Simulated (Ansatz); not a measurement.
Cubic perovskite CsCaF3 was calculated with r²SCAN (Ansatz, a quantum-chemistry and plane-wave program, PAW).

Run with plane-wave cutoff 500 eV, 10×10×10 k mesh, Fermi–Dirac smearing 0.05 eV, scalar-relativistic PAW data made under PBE.

Cell (relaxed at this level):

CaCsF₃ is taken in the cubic space group Pm-3m (No. 221), the cubic perovskite structure, Pearson symbol cP5. Conventional cell: a = 4.5169 Å, b = 4.5169 Å, c = 4.5169 Å, α = 90.00°, β = 90.00°, γ = 90.00°. Cs on 1a has 12 F at 3.194 Å (cuboctahedral). Ca on 1b is coordinated by 6 F at 2.258 Å (octahedral). F on 3c is coordinated by 2 Ca at 2.258 Å and 4 Cs at 3.194 Å (octahedral). (Neighbours: up to the widest gap in distance over summed covalent radii, below 1.35, at either atom; cation-cation and far metal-metal contacts left out.)

Question: Estimate the band gap that the calculation returns.

Answer: 
- band gap = 8.05 eV (on the SCF k mesh)

Note: the relaxation could not lower the start's symmetry, so the cell can be a saddle point above a distorted one.

Spin–orbit coupling is not included.

The computed numbers hold no vibrational or temperature effects.

Computing time: around 40 core-seconds (rough).
